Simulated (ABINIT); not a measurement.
Troubleshooting ABINIT: a failed run on SiO₂ (P3_221, 9 atoms in the cell). The aim is a self-consistent single point with DFT, LDA (PW92), plane waves, PAW (JTH v2.0 LDA PAW).

The input file:

```
# SiO2, JTH v2.0 LDA PAW
pp_dirpath "./"
pseudos "O.LDA_PW-JTH.xml, Si.LDA_PW-JTH.xml"
acell 5.0212832092 5.0212832092 5.5473240000 Angstrom
rprim
         1.0000000000   -0.0000000595    0.0000000000
        -0.4999999485    0.8660254335    0.0000000000
         0.0000000000    0.0000000000    1.0000000000
natom 9
ntypat 2
znucl 14 8
typat 1 1 1 2 2 2 2 2 2
xred
         0.0000000000    0.4688000000    0.3333333333
         0.5312000000    0.5312000000   -0.0000000000
         0.4688000000    0.0000000000    0.6666666667
         0.1445400000    0.7314400000    0.5478200000
         0.2685600000    0.4131000000    0.2144866667
         0.5869000000    0.8554600000    0.8811533333
         0.7314400000    0.1445400000    0.4521800000
         0.4131000000    0.2685600000    0.7855133333
         0.8554600000    0.5869000000    0.1188466667
ecut 653 eV
pawecutdg 1306 eV
pawovlp -1
ixc 7
occopt 3
tsmear 0.00073499
nband 31
kptopt 1
ngkpt 4 4 3
nshiftk 1
shiftk 0 0 0
nstep 100
tolvrs 1.0e-11
prtwf 0
prtden 0
enunit 2
```

Log, with long lists cut:

```
...

--- !ERROR
src_file: m_chkinp.F90
src_line: 3967
mpi_rank: 0
message: |
    For pseudopotential 2  znucl from user input file=   8.0000E+00
    while znucl from pseudopotential file=  1.4000E+01
    Action: check znucl in input file, or check psp file. They must agree.
...

--- !ERROR
src_file: m_chkinp.F90
src_line: 4226
mpi_rank: 0
message: |
    Checking consistency of input data against itself gave 2 inconsistencies.
    The details of the problems can be found above (or in output or log file), in an earlier WARNING.
    In parallel, the details might not even be printed there. Then, try running in sequential to see the details.
...

 abinit_abort: decision taken to exit. Check above messages for more info
Abort(13) on node 0 (rank 0 in comm 0): application called MPI_Abort(MPI_COMM_WORLD, 13) - process 0

--- !ERROR
src_file: m_chkinp.F90
src_line: 3967
mpi_rank: 0
message: |
    For pseudopotential 1  znucl from user input file=   1.4000E+01
    while znucl from pseudopotential file=  8.0000E+00
    Action: check znucl in input file, or check psp file. They must agree.
...

--- !ERROR
src_file: m_chkinp.F90
src_line: 3967
mpi_rank: 0
message: |
    For pseudopotential 2  znucl from user input file=   8.0000E+00
    while znucl from pseudopotential file=  1.4000E+01
    Action: check znucl in input file, or check psp file. They must agree.
...

--- !ERROR
src_file: m_chkinp.F90
src_line: 4226
mpi_rank: 0
message: |
    Checking consistency of input data against itself gave 2 inconsistencies.
    The details of the problems can be found above (or in output or log file), in an earlier WARNING.
    In parallel, the details might not even be printed there. Then, try running in sequential to see the details.
...
```

**Question.** From the messages shown, name the fault and mend the input.

**Answer.** The fault is potential files assigned to the wrong elements; here the program stops on it instead of giving results. To fix it, match the files to the elements. The program stopped before any SCF iteration.

An input that runs soundly differs in these lines (not the only fix; some lines may just follow from the change or write a value another way):
```diff
-pseudos "O.LDA_PW-JTH.xml, Si.LDA_PW-JTH.xml"
+pseudos "Si.LDA_PW-JTH.xml, O.LDA_PW-JTH.xml"
```

With that input, the run converged in 17 iterations: free energy E − TS -2977.29 eV; top of the valence band (on the code's own zero) 0.29 eV; gap on the k-point mesh 5.23 eV; pressure -13.74 GPa; largest force (vector length) 0.761 eV/Å (DFT, LDA (PW92), plane waves, PAW (JTH v2.0 LDA PAW)).

On the sound input: the starting cell comes from a database of computed structures (which also holds hypothetical and non-ambient phases and stackings), without a prior relaxation at this level. Its lattice was rescaled by a random factor within 2.5 % of one. With a pressure of about -14 GPa the cell is away from its equilibrium volume at this level.

These are the values that this program gave, and no reference: the one-centre exchange-correlation terms come from a truncated expansion.
